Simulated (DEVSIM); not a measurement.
Device: Schottky contact on n-type Si, at 300 K.

| layer (left to right) | material | thickness (μm) | Nd (cm⁻³) | τn (s) | τp (s) |
|---|---|---|---|---|---|
| 1 | Si | 0.440 | 1.1e15 | 0.00028 | 0.00028 |

Left contact: Schottky, work function 4.66 eV, emission velocity 1.2e7 cm/s. Right contact: ohmic. Voltage is applied to the left contact. Recombination: SRH at mid-gap, radiative. Mobility is constant in doping.

Constants are typed, rounded textbook-type inputs, not results; the design itself was drawn at random and stands for no fabricated device. Values at 300 K.

```tsv
parameter	Si
gap (eV)	1.124
affinity (eV)	4.05
permittivity	11.7
Nc (cm⁻³)	2.86e19
Nv (cm⁻³)	3.1e19
μn (cm²/Vs)	1417
μp (cm²/Vs)	470
B (cm³/s)	4.7e-15
```

DEVSIM, 1D drift-diffusion, Boltzmann statistics, complete ionisation; no tunnelling, impact ionisation, image-force lowering or self-heating. Metal contacts follow the ideal Schottky-Mott rule: no Fermi-level pinning, no interface dipoles.

The doping Nd of layer 1 was swept, all else fixed.

```json
[
 {"doping Nd of layer 1 (cm^-3)": "3.3e13", "dark forward voltage at 100 A/cm² (V)": "0.844", "largest field in the device at zero bias (V/cm)": "5900", "dark forward voltage at 1 A/cm² (V)": "0.198", "potential step across the device at zero bias (V)": "0.257"},
 {"doping Nd of layer 1 (cm^-3)": "1.1e14", "dark forward voltage at 100 A/cm² (V)": "0.465", "largest field in the device at zero bias (V/cm)": "6900", "dark forward voltage at 1 A/cm² (V)": "0.188", "potential step across the device at zero bias (V)": "0.288"},
 {"doping Nd of layer 1 (cm^-3)": "3.3e14", "dark forward voltage at 100 A/cm² (V)": "0.366", "largest field in the device at zero bias (V/cm)": "8300", "dark forward voltage at 1 A/cm² (V)": "0.180", "potential step across the device at zero bias (V)": "0.316"},
 {"doping Nd of layer 1 (cm^-3)": "1.1e15", "dark forward voltage at 100 A/cm² (V)": "0.321", "largest field in the device at zero bias (V/cm)": "12000", "dark forward voltage at 1 A/cm² (V)": "0.171", "potential step across the device at zero bias (V)": "0.347"},
 {"doping Nd of layer 1 (cm^-3)": "3.3e15", "dark forward voltage at 100 A/cm² (V)": "0.295", "largest field in the device at zero bias (V/cm)": "19000", "dark forward voltage at 1 A/cm² (V)": "0.163", "potential step across the device at zero bias (V)": "0.376"},
 {"doping Nd of layer 1 (cm^-3)": "1.1e16", "dark forward voltage at 100 A/cm² (V)": "0.282", "largest field in the device at zero bias (V/cm)": "36000", "dark forward voltage at 1 A/cm² (V)": "0.157", "potential step across the device at zero bias (V)": "0.407"},
 {"doping Nd of layer 1 (cm^-3)": "3.3e16", "dark forward voltage at 100 A/cm² (V)": "0.275", "largest field in the device at zero bias (V/cm)": "64000", "dark forward voltage at 1 A/cm² (V)": "0.154", "potential step across the device at zero bias (V)": "0.435"}
]
```

From the first row to the last the dark forward voltage at 100 A/cm² goes from 0.844 to 0.275. From the first row to the last the largest field in the device at zero bias goes from 5900 to 64000.
